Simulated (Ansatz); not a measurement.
Ansatz (a first-principles code) run on PbO2 (P4_2/mnm, 6 atoms in the cell): self-consistent single point.

Method of the run: LDA (PW92), default PAW files made with PBE (plane waves; Ansatz).

```
PbO2
1.0
    4.96000     0.00000     0.00000
    0.00000     4.96000     0.00000
    0.00000     0.00000     3.39000
Pb O
2 4
Direct
  0.00000   0.00000   0.00000
  0.50000   0.50000   0.50000
  0.30700   0.30700   0.00000
  0.80700   0.19300   0.50000
  0.19300   0.80700   0.50000
  0.69300   0.69300   0.00000
```

Reference input (self-consistent single point, DFT, PBE, plane waves, default PAW files): kpoints.mp_grid.grid = 5 5 7; hamiltonian.xc = pbe; hamiltonian.pseudopotentials = {kind: paw} (the program's default PAW files); scf.occupations.method = gaussian; scf.occupations.width = 0.1 eV. This run's input differs from it in these lines:

Ansatz 0.2 input:
```diff
@@ -15,3 +15,3 @@
 hamiltonian:
-  xc: pbe
+  xc: lda
   pseudopotentials: { kind: paw }
```

Output (repeated stretches shortened):

```
SCF iter   1: F=—  HF=-25420.830737 eV  |F-HF|=—  |Δ(HF+E_count)|=         —  Δρ=1.95e-2  dr2=2.91e-1  ethr=1.77e-3  ⟨swp⟩=6.3  Hψ=3573  notcnv=0  defer=2
all-band conjugate gradients solve this SCF's bands
preconditioner: auto → Resta (q_TF=auto, 2.522 Å⁻¹)
SCF iter   2: F=—  HF=-25420.753155 eV  |F-HF|=—  |Δ(HF+E_count)|=   7.76e-2  Δρ=5.36e-3  dr2=1.15e-2  ethr=5.60e-4  ⟨swp⟩=2.4  Hψ=1312  notcnv=0  defer=37
   [... lines left out ...]
SCF iter   4: F=—  HF=-25420.748506 eV  |F-HF|=—  |Δ(HF+E_count)|=   1.01e-3  Δρ=4.94e-4  dr2=1.72e-4  ethr=6.93e-6  ⟨swp⟩=2.7  Hψ=1384  notcnv=0  defer=37
SCF iter   5: F=—  HF=-25420.748518 eV  |F-HF|=—  |Δ(HF+E_count)|=   1.19e-5  Δρ=8.73e-5  dr2=6.19e-6  ethr=3.30e-7  ⟨swp⟩=2.3  Hψ=1283  notcnv=0  defer=37
SCF iter   6: F=—  HF=-25420.748523 eV  |F-HF|=—  |Δ(HF+E_count)|=   5.15e-6  Δρ=2.46e-5  dr2=3.90e-7  ethr=1.19e-8  ⟨swp⟩=2.2  Hψ=1149  notcnv=0  defer=37
SCF iter   7: F=-25420.748523 eV  HF=-25420.748523 eV  |F-HF|=3.75e-9  |Δ(HF+E_count)|=   5.86e-8  Δρ=4.95e-6  dr2=2.05e-8  ethr=1.92e-10  ⟨swp⟩=11.8  Hψ=4326  notcnv=0
SCF 1 converged in 7 iterations: F = -25420.748523 eV  dr2 = 2.05e-8
Free energy (F): -25420.748523 eV
Internal energy: -25420.747668 eV  (E = F + TS)
E sigma→0 (E₀):  -25420.748095 eV
Entropy (-TS):   -0.000855 eV (-0.142 meV/atom)
Fermi energy:    7.856542 eV
--- Forces (eV/Å), atoms counted from 1 ---
  atom   1  Pb     0.00000000     0.00000000     0.00000000
  atom   2  Pb     0.00000000     0.00000000    -0.00000000
  atom   3  O      0.04152122     0.04152122     0.00000000
  atom   4  O      0.04152122    -0.04152122     0.00000000
  atom   5  O     -0.04152122     0.04152122    -0.00000000
  atom   6  O     -0.04152122    -0.04152122    -0.00000000
--- Stress (GPa, compression-positive) ---
       -1.389120       0.000000       0.000000
        0.000000      -1.389120       0.000000
        0.000000       0.000000      -1.369938
  P = ⅓ Tr σ = -1.3827 GPa (-13.827 kbar)
  The stress holds the Pulay correction. Without it, at fixed plane waves, as pw.x and ABINIT print it: P = -2.2007 GPa
```

The run converged in 7 iterations. Against the reference run the pressure goes from 8.66 to -1.38 GPa and the largest force goes from 0.033 to 0.059 eV/Å.

The starting cell has typed, rounded lattice constants, without a prior relaxation at this level. Ansatz's pressure includes its estimate of the finite-basis (Pulay) stress. Without the estimate this run gives -2.20 GPa. A gap is left out here, as mesh or smearing make it unsure.
